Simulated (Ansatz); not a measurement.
An Ansatz (a quantum-chemistry and plane-wave program) input (plane-wave PAW DFT at the PBEsol level (Ansatz, 420 eV), no spin-orbit coupling, earlier PAW set):

Ansatz 0.2 input:
```yaml
crystal:
  lattice:
    - [0, 2.3100187287, 2.3100187287]
    - [2.3100187287, 0, 2.3100187287]
    - [2.3100187287, 2.3100187287, 0]
  atoms:
    - { symbol: N, position: [0, 0, 0] }
    - { symbol: Zr, position: [0.5, 0.5, 0.5] }
basis: { ecutwfc: 420, ecutrho_ratio: 4, xc_grid: 2, fft_grid_basis: typed }
kpoints: { mp_grid: { grid: [22, 22, 22] } }
hamiltonian:
  xc: pbesol
  dispersion: none
  pseudopotentials: { azcp: { folder: ./paw }, kind: paw }
scf: { occupations: { method: fermi_dirac, width: 0.1 }, convergence: { dr2_threshold: 0.0000000002 } }
relax: { f_tol: 0.005, max_steps: 50 }
output: { forces: true, stress: true }
checkpoint: { write: state.ck, write_every: 1000 }
```

Question: Which symmetry and how many k-points will the program report, and about how many plane waves at Γ?

Answer: Space group Fm-3m (ITA 225) with 48 operations, k-points 328 of 10648, and 531 plane waves at Γ.

Question: And the final pressure?

Answer: -10.69 GPa (compression positive).

The cells carry an imposed strain or load. No phonon test of stability was made. All final runs are without spin polarisation. The cell was made from ZrN in the rock salt structure (space group Fm-3m, No. 225) by this change: isotropic strain +1.47 %.
